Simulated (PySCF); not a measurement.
PySCF 2.14.0, PBE0/def2-svp: Zr(F)3(OH)(OH2) ([OH][Zr](<-[OH2])([F])([F])[F]), 9 atoms. The geometry is a generated start, not checked to be a minimum at this level.

```json
{
 "task": "energy",
 "method": "pbe0",
 "basis": "def2-svp",
 "mol.max_memory": "7000 MB",
 "mf.init_guess": "minao (default)",
 "mf.DIIS": "CDIIS (default)",
 "mf.diis_space": "8 (default)",
 "mf.conv_tol": "1e-09 (default)",
 "mf.grids.level": "3 (default)",
 "effective_core_potentials": "those of the basis set, past Kr",
 "basis functions (reference run)": "116",
 "grid points (reference run)": "122768"
}
```

```xyz
9

Zr     0.1560     0.3427    -0.3303
F      1.1533    -1.2257    -0.0307
F     -1.5540    -0.0152    -1.0370
F      0.3653     1.6504     0.9764
O      1.1091     1.1079    -1.7366
H      2.0299     1.3856    -1.8169
O     -0.9789    -0.7214     1.3964
H     -1.8201    -1.0004     0.9956
H     -0.4607    -1.5239     1.5831
```

The reference run uses exact four-centre integrals. One run each, on a shared machine, so no times are given.

Settings tried, all else as in the reference:
- COSX exchange (sgx_fit, pjs) with fitted J, mf.with_df.grids_level_i = 1, mf.with_df.grids_level_f = 3
- COSX exchange (sgx_fit, pjs) with fitted J, mf.with_df.grids_level_i = 1, mf.with_df.grids_level_f = 4
- density fitting
- COSX exchange (sgx_fit, pjs) with fitted J, mf.with_df.grids_level_i = 1, mf.with_df.grids_level_f = 2 (default)
- density fitting, auxbasis = def2-universal-jfit
- density fitting, auxbasis = autoaux
- density fitting of J alone, exact K
- COSX exchange (sgx_fit, pjs) with fitted J, mf.with_df.grids_level_i = 1, mf.with_df.grids_level_f = 1

**Question.** Sort the settings: which keep to the reference within 0.10 meV/atom in energy, and which don't?

**Answer.** Within it: density fitting, auxbasis = autoaux; density fitting. Outside: COSX exchange (sgx_fit, pjs) with fitted J, mf.with_df.grids_level_i = 1, mf.with_df.grids_level_f = 3; density fitting of J alone, exact K; COSX exchange (sgx_fit, pjs) with fitted J, mf.with_df.grids_level_i = 1, mf.with_df.grids_level_f = 2 (default); COSX exchange (sgx_fit, pjs) with fitted J, mf.with_df.grids_level_i = 1, mf.with_df.grids_level_f = 4; COSX exchange (sgx_fit, pjs) with fitted J, mf.with_df.grids_level_i = 1, mf.with_df.grids_level_f = 1; density fitting, auxbasis = def2-universal-jfit.

| setting | energy against the reference |
|---|---|
| density fitting, auxbasis = autoaux | +0.021 meV/atom |
| density fitting | −0.030 meV/atom |
| COSX exchange (sgx_fit, pjs) with fitted J, mf.with_df.grids_level_i = 1, mf.with_df.grids_level_f = 3 | −0.36 meV/atom |
| density fitting of J alone, exact K | −0.38 meV/atom |
| COSX exchange (sgx_fit, pjs) with fitted J, mf.with_df.grids_level_i = 1, mf.with_df.grids_level_f = 2 (default) | −0.38 meV/atom |
| COSX exchange (sgx_fit, pjs) with fitted J, mf.with_df.grids_level_i = 1, mf.with_df.grids_level_f = 4 | −0.40 meV/atom |
| COSX exchange (sgx_fit, pjs) with fitted J, mf.with_df.grids_level_i = 1, mf.with_df.grids_level_f = 1 | −1.1 meV/atom |
| density fitting, auxbasis = def2-universal-jfit | +23 meV/atom |

Total energies are compared; such shifts often cancel in part in energy differences. sgx_fit (COSX, pjs=True) fits J as well, so its difference is the sum of the grid's shift in exchange and the fit's in Coulomb. def2-universal-jfit is made for Coulomb alone and misses functions that exchange needs. No test of the SCF solution's stability was run. Also tried and not ranked: density fitting, auxbasis = def2-universal-jkfit (same energy as a listed run). The tolerance is a choice made for this comparison.
